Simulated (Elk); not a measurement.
A self-consistent single point of AlP (F-43m, 2 atoms in the cell) with Elk.

Computed with PBE, all-electron FP-LAPW, Elk's shipped species files, APW+lo basis with extra local orbitals run with Elk.

The change in words: lattice scaled by 0.98. Reference geometry:
```
AlP
1.0
    0.00000     2.69243     2.69243
    2.69243     0.00000     2.69243
    2.69243     2.69243     0.00000
Al P
1 1
Direct
  0.00000   0.00000   0.00000
  0.75000   0.75000   0.75000
```

Reference input (self-consistent single point, DFT, PBE, all-electron FP-LAPW, Elk's shipped species files, APW+lo basis with extra local orbitals): xctype = 20; rgkmax = 8; stype = 3; swidth = 0.00183747 Ha; ngridk = 9 9 9; gmaxvr = 14 1/bohr; nxlo = 2; lorbcnd = true; lmaxi = 3. This run's input differs from it in these lines:

```diff
@@ -28,5 +28,5 @@
 avec
-    0.0000000000    5.0879515303    5.0879515303
-    5.0879515303    0.0000000000    5.0879515303
-    5.0879515303    5.0879515303    0.0000000000
+    0.0000000000    4.9861916682    4.9861916682
+    4.9861916682    0.0000000000    4.9861916682
+    4.9861916682    4.9861916682    0.0000000000
```

Log, with long lists cut:

```
│ Self-consistent loop started │
│ Loop number : 1 │
 total energy                :     -588.804355580
│ Loop number : 2 │
 total energy                :     -588.757168382
RMS change in Kohn-Sham potential (target) :   0.6257457103     (  0.1000000000E-05)
Absolute change in total energy (target)   :   0.4718719799E-01 (  0.1000000000E-03)
│ Loop number : 3 │
 total energy                :     -587.545103123
RMS change in Kohn-Sham potential (target) :   0.4393138914     (  0.1000000000E-05)
Absolute change in total energy (target)   :    1.223862058     (  0.1000000000E-03)
│ Loop number : 4 │
   [... lines left out ...]
Absolute change in total energy (target)   :   0.1471322050E-02 (  0.1000000000E-03)
│ Loop number : 12 │
 total energy                :     -585.038855379
RMS change in Kohn-Sham potential (target) :   0.8644439432E-06 (  0.1000000000E-05)
Absolute change in total energy (target)   :   0.3552853104E-03 (  0.1000000000E-03)
│ Loop number : 13 │
 total energy                :     -585.038845555
RMS change in Kohn-Sham potential (target) :   0.4482736480E-06 (  0.1000000000E-05)
Absolute change in total energy (target)   :   0.9864553476E-04 (  0.1000000000E-03)
Convergence targets achieved

│ Loop number : 14 │

Energies :
 Fermi                       :     0.222843533514
 total energy                :     -585.038833892

Density of states at Fermi energy :   0.1255439688E-04
 (states/Hartree/unit cell)

Estimated indirect band gap :   0.5193018400E-01
 from k-point      1 to k-point     31
Estimated direct band gap   :   0.1361270313
 at k-point     31

Charges :
 core                        :    14.00000000
 valence                     :    14.00000000
 interstitial                :    3.366075326
 muffin-tins (core leakage)
  species :    1 (Al)
   atom    1                 :    11.26257103     (  0.6940050874E-03)
  species :    2 (P)
   atom    1                 :    13.37135365     (  0.4706755238E-03)
 total in muffin-tins        :    24.63392467
 total calculated charge     :    27.98699404
 total charge                :    28.00000000
 error                       :   0.1300596041E-01

│ Self-consistent loop stopped │
```

The run converged in 14 iterations. The count includes the last loop, which Elk runs after its targets are met. Against the reference run the gap on the mesh goes from 1.541 to 1.413 eV.

The starting cell comes from a database of computed structures (which also holds hypothetical and non-ambient phases and stackings), without a prior relaxation at this level. Its lattice was rescaled by a random factor within 2.5 % of one. For this run, on top of that: lattice scaled by 0.98. Values depend on the basis (sphere radii, cutoffs, local orbitals), which need not be converged.

Cost on one core of a shared machine: roughly 40 s.
